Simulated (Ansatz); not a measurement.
Cubic perovskite BaLiF3, treated with BLYP in Ansatz (plane waves, PAW).

Numerical settings: plane-wave cutoff 520 eV, 8×8×8 k mesh, Fermi–Dirac smearing 0.01 eV, scalar-relativistic PAW data made under PBE.

Cell (relaxed at this level):

```cif
data_BaF3Li
_chemical_formula_sum 'Ba1 Li1 F3'
_space_group_name_H-M_alt 'P 1'
_space_group_IT_number 1
_cell_length_a 4.07907
_cell_length_b 4.07907
_cell_length_c 4.07907
_cell_angle_alpha 90.000
_cell_angle_beta 90.000
_cell_angle_gamma 90.000
loop_
_space_group_symop_operation_xyz
  'x, y, z'
loop_
_atom_site_label
_atom_site_type_symbol
_atom_site_fract_x
_atom_site_fract_y
_atom_site_fract_z
_atom_site_occupancy
Ba1 Ba 0.00000 0.00000 0.00000 1
Li1 Li 0.50000 0.50000 0.50000 1
F1 F 0.50000 0.00000 0.50000 1
F2 F 0.00000 0.50000 0.50000 1
F3 F 0.50000 0.50000 0.00000 1
```

### Question
Give the computed bulk modulus, band gap and pressure derivative B′ of the bulk modulus.

### Answer

* **bulk modulus**: 64.8 GPa
* **band gap**: 6.80 eV
* **pressure derivative B′ of the bulk modulus**: 4.6

Note: the relaxation could not lower the start's symmetry, so the cell can be a saddle point above a distorted one.

Spin–orbit coupling is not included.

Computed values are for the static lattice.

Ansatz is a first-principles code.
